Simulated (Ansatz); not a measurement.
TmPt3 (Pm-3m, No. 221) was calculated with LDA (Ansatz, a program for electronic structure, PAW).

Settings: plane-wave cutoff 500 eV, 14×14×14 k mesh, Fermi–Dirac smearing 0.1 eV, spin-polarised start, scalar-relativistic PAW data made under PBE.

Computed at the level's own relaxed cell.

### Question
What does this level give for the volume per atom and lattice constant a?

### Answer

- volume per atom = 16.12 Å³/atom
- lattice constant a = 4.010 Å

The run finds no gap.

Note: the magnetic order was assumed, not searched for or taken from measurement; the 4f shell is treated without U or exact exchange, so its levels and filling can be wrong.

Spin–orbit coupling is not included.

The computed numbers hold no vibrational or temperature effects.

Cost on a shared machine: about 7 core-minutes (a rough figure).
